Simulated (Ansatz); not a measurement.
# bcc Nb (0 0 1) on rock-salt PbTe (0 0 1) (film strained to the substrate, started from cuts of the bulks and a machine-learned relaxation; slabs Pb4Te4 and Nb12, which can lie off the formulas)

A periodic stack without vacuum, bcc Nb (0 0 1) on rock-salt PbTe (0 0 1) (film strained to the substrate, started from cuts of the bulks and a machine-learned relaxation; slabs Pb4Te4 and Nb12, which can lie off the formulas): substrate slab Pb4Te4, film Nb12, surface cells [[1, 0], [1, 1]] and [[-1, 1], [-1, -1]], film strained by -0.8 and -0.8 %, outermost planes PbTe/PbTe and Nb/Nb as cut, which need not be the usual terminations and can put a slab off its formula.

The start was prepared with a machine-learned potential, and the result is one local minimum, with the in-plane cell held and forces under 0.04 eV/Å; the film can end far from its bulk form.

The numbers are results of PBE (plane waves to 420 eV, PAW; Ansatz, a program for electronic structure), not measurements. Scalar-relativistic, without spin–orbit coupling; the runs are not spin-polarised. Its k-point mesh 7×7×1, Fermi–Dirac width 0.05 eV.

| Item | Value |
|---|---|
| interface area | 21.6 Å² |
| period | 22.37 Å |
| heights between the nearest atoms of the two slabs at the two interfaces | 1.77 and 1.77 Å |
| Nb–Te contacts across the interfaces within 1.22 times the sum of covalent radii | 10, mean 3.01 Å |
| Nb–Pb contacts across the interfaces within 1.22 times the sum of covalent radii | 8, mean 3.24 Å |

```
CELL_PARAMETERS angstrom
      4.64638     0.00007     0.04749
     -0.00097     4.64693     0.04849
     -1.30378    -1.71319    22.33726
ATOMIC_POSITIONS crystal
  Pb 0.00300 0.88911 0.20182
  Pb 0.73810 0.66096 0.04711
  Pb 0.10177 0.47707 0.48325
  Pb 0.53536 0.43030 0.33815
  Te 0.49857 0.38439 0.20173
  Te 0.22893 0.14894 0.02561
  Te 0.60479 0.98544 0.50577
  Te 0.02950 0.92599 0.33882
  Nb 0.64246 0.03243 0.65581
  Nb 0.14241 0.53181 0.65421
  Nb 0.62652 0.50997 0.58476
  Nb 0.12444 0.00872 0.58507
  Nb 0.67791 0.08020 0.80458
  Nb 0.17902 0.57917 0.80484
  Nb 0.65952 0.55466 0.72632
  Nb 0.15919 0.05426 0.72656
  Nb 0.71325 0.13276 0.94624
  Nb 0.21844 0.62657 0.94631
  Nb 0.69731 0.60461 0.87690
  Nb 0.19595 0.10320 0.87546
```
